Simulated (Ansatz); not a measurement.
**Sn (I4/mmm, No. 139, 1 atom in the cell; start mp-623511; another form than the element's usual one)**

Calculation: LDA (Ansatz, a program for electronic structure, PAW).

Numerical settings: plane-wave cutoff 520 eV, 22×22×22 k mesh, Fermi–Dirac smearing 0.05 eV, scalar-relativistic PAW data made under PBE.

Cell (relaxed at this level):

Sn has the tetragonal space group I4/mmm (No. 139), Pearson symbol tI2. Lattice parameters: a = b = 3.4164 Å, c = 4.4170 Å, α = β = γ = 90.00°. Sn on 2a is coordinated by 12 Sn at 3.273–3.416 Å (cuboctahedral). (Neighbours: up to the widest gap in distance over summed covalent radii, below 1.35, at either atom.)
(The calculation used a cell of 1 atom; values per cell refer to that cell.)

For Sn (I4/mmm, No. 139, 1 atom in the cell; start mp-623511; another form than the element's usual one), the band gap comes out as zero (no gap) and the bulk modulus is 59.0 GPa.

Note: the relaxation could not lower the start's symmetry, so the cell can be a saddle point above a distorted one; the bulk modulus is −V dP/dV from two relaxed cells at ±2 % in volume.

Spin–orbit coupling is not included.

Static lattice: no zero-point or thermal effects.

A start named mp-… is a Materials Project structure, which need not be a measured phase.
